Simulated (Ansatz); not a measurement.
Si (diamond structure), cut as (110) film, 9 layers, monofluoride, F-ended; geometry relaxed with PBE. The relaxation kept the symmetry of its start, so a lower minimum of less symmetry isn't excluded. The in-plane lattice is held at the bulk value. With PBE run with Ansatz (a first-principles code) the gap on the k-mesh of the run is 0.82 eV. k-points: Γ-centred 5×7×1 mesh; occupations: Fermi-Dirac, 0.020 eV; spin polarisation not allowed. Scalar-relativistic, no spin-orbit coupling.

Task: What gap does HSE06 in Ansatz give on the same geometry and mesh?

Result: 1.41 eV, wider by 0.59 eV.
